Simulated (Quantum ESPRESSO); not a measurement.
## Sensitivity of a calculation on Rb₂SiP₄O₁₃ (P-1, 40 atoms in the cell) to its settings

```yaml
crystal:
  lattice:
    - [4.87546, 0.00000, 0.00000]
    - [1.08477, 7.67000, 0.00000]
    - [1.63579, 1.44992, 14.98778]
  atoms:
    - { symbol: O, position: [0.26600, 0.55380, 0.86710] }
    - { symbol: O, position: [0.73400, 0.44620, 0.13290] }
    - { symbol: Rb, position: [0.32980, 0.25450, 0.51180] }
    - { symbol: Rb, position: [0.67020, 0.74550, 0.48820] }
    - { symbol: Si, position: [0.45340, 0.05760, 0.75910] }
    - { symbol: Si, position: [0.54660, 0.94240, 0.24090] }
    - { symbol: O, position: [0.04270, 0.74990, 0.74170] }
    - { symbol: O, position: [0.95730, 0.25010, 0.25830] }
    - { symbol: O, position: [0.70520, 0.98170, 0.67140] }
    - { symbol: O, position: [0.29480, 0.01830, 0.32860] }
    - { symbol: O, position: [0.44630, 0.83780, 0.80710] }
    - { symbol: O, position: [0.55370, 0.16220, 0.19290] }
    - { symbol: P, position: [0.89320, 0.20750, 0.85140] }
    - { symbol: P, position: [0.10680, 0.79250, 0.14860] }
    - { symbol: O, position: [0.11500, 0.84670, 0.57520] }
    - { symbol: O, position: [0.88500, 0.15330, 0.42480] }
    - { symbol: O, position: [0.80300, 0.27980, 0.93750] }
    - { symbol: O, position: [0.19700, 0.72020, 0.06250] }
    - { symbol: O, position: [0.45990, 0.27690, 0.71000] }
    - { symbol: O, position: [0.54010, 0.72310, 0.29000] }
    - { symbol: O, position: [0.18790, 0.04600, 0.68970] }
    - { symbol: O, position: [0.81210, 0.95400, 0.31030] }
    - { symbol: O, position: [0.87100, 0.36430, 0.77120] }
    - { symbol: O, position: [0.12900, 0.63570, 0.22880] }
    - { symbol: Rb, position: [0.27300, 0.30380, 0.02990] }
    - { symbol: Rb, position: [0.72700, 0.69620, 0.97010] }
    - { symbol: P, position: [0.01530, 0.91080, 0.66270] }
    - { symbol: P, position: [0.98470, 0.08920, 0.33730] }
    - { symbol: O, position: [0.20250, 0.13110, 0.84590] }
    - { symbol: O, position: [0.79750, 0.86890, 0.15410] }
    - { symbol: O, position: [0.51370, 0.59420, 0.70930] }
    - { symbol: O, position: [0.48630, 0.40580, 0.29070] }
    - { symbol: O, position: [0.71910, 0.07030, 0.82740] }
    - { symbol: O, position: [0.28090, 0.92970, 0.17260] }
    - { symbol: P, position: [0.31650, 0.67800, 0.78900] }
    - { symbol: P, position: [0.68350, 0.32200, 0.21100] }
    - { symbol: O, position: [0.82400, 0.41870, 0.60380] }
    - { symbol: O, position: [0.17600, 0.58130, 0.39620] }
    - { symbol: P, position: [0.67420, 0.40440, 0.69330] }
    - { symbol: P, position: [0.32580, 0.59560, 0.30670] }
```

Base run A: Quantum ESPRESSO with PBEsol, GBRV 1.5 ultrasoft (PBESOL) pseudopotentials, self-consistent single point.

Its settings: ecutwfc = 40 Ry; ecutrho = 200 Ry; occupations = smearing; smearing = fermi-dirac; degauss = 0.0073499 Ry; K_POINTS = automatic 3 2 1 0 0 0; conv_thr = 1e-10 Ry.

The starting cell comes from a database of published, mostly measured structures (it also holds non-ambient and calculated ones), without a prior relaxation at this level. Its lattice was rescaled by a random factor within 2.5 % of one.

ΔF is the free energy per atom less that of run A. 

| run | change | ΔF (meV/atom) | pressure (GPa) | largest force (eV/Å) | gap on the mesh (eV) |
|---|---|---|---|---|---|
| A | base | 0.00 | 1.97 | 0.779 | 5.444 |
| B | ecutrho: 200 Ry → 240 Ry | -0.09 | 1.95 | 0.779 | 5.444 |
| C | nbnd: default → 136 | 0.00 | 1.97 | 0.779 | 5.444 |
| D | nosym: default → true | 0.00 | 1.97 | 0.779 | 5.444 |
| E | ecutwfc: 40 Ry → 60 Ry; ecutrho: 200 Ry → 300 Ry | -7.2 | 1.91 | 0.770 | 5.445 |

Run E against A: The free energy falls by 7.2 meV/atom, the pressure hardly changes (1.97 to 1.91 GPa), the largest force hardly changes (0.779 to 0.770 eV/Å) and the gap on the mesh moves little (5.444 to 5.445 eV).

Run D against A: The free energy is nearly the same (within 1 meV/atom), the pressure stays at 1.97 GPa, the largest force stays at 0.779 eV/Å and the gap on the mesh stays at 5.444 eV.

Run B against A: The free energy hardly moves (within 1 meV/atom), the pressure moves little (1.97 to 1.95 GPa), the largest force stays at 0.779 eV/Å and the gap on the mesh stays at 5.444 eV.
